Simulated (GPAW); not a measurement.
Band structure of ZrZn (Pm-3m, 2 atoms in the cell).

```
ZrZn
1.0
    3.26049     0.00000     0.00000
    0.00000     3.26049     0.00000
    0.00000     0.00000     3.26049
Zr Zn
1 1
Direct
  0.50000   0.50000   0.50000
  0.00000   0.00000   0.00000
```

Method of the run: PBEsol, GPAW PAW datasets PBEsol (made by gpaw-setup) (plane waves; GPAW).

Settings: mode = pw; ecut = 850 eV; xc = PBEsol; kpts = 7 7 7; mesh shift (steps) = 0 0 0; occupations.name = fermi-dirac; occupations.width = 0.1 eV; nbands = -8; convergence.forces = 0.001 eV/Å; symmetry.symmorphic = false; symmetry.tolerance = 0.0005; maxiter = 150; bandpath_npoints = 40.

The starting cell comes from a database of computed structures (which also holds hypothetical and non-ambient phases and stackings), without a prior relaxation at this level. Its lattice was rescaled by a random factor within 2.5 % of one.

Levels in eV from the Fermi level, bands 9 to 16:
| point | 9 | 10 | 11 | 12 | 13 | 14 | 15 | 16 |
|---|---|---|---|---|---|---|---|---|
| Γ | -7.08 | -7.08 | -0.99 | -0.99 | 3.71 | 3.71 | 3.71 | 5.73 |
| X | -7.03 | -4.29 | -4.28 | -0.72 | 0.68 | 0.68 | 3.77 | 5.50 |
| M | -6.85 | -4.56 | -0.43 | -0.25 | -0.25 | 2.18 | 2.18 | 5.19 |
| R | -6.84 | -2.98 | -2.98 | -2.98 | 0.52 | 5.34 | 5.34 | 6.21 |

Bands cross the Fermi level along this path, so the cell is metallic at this level.
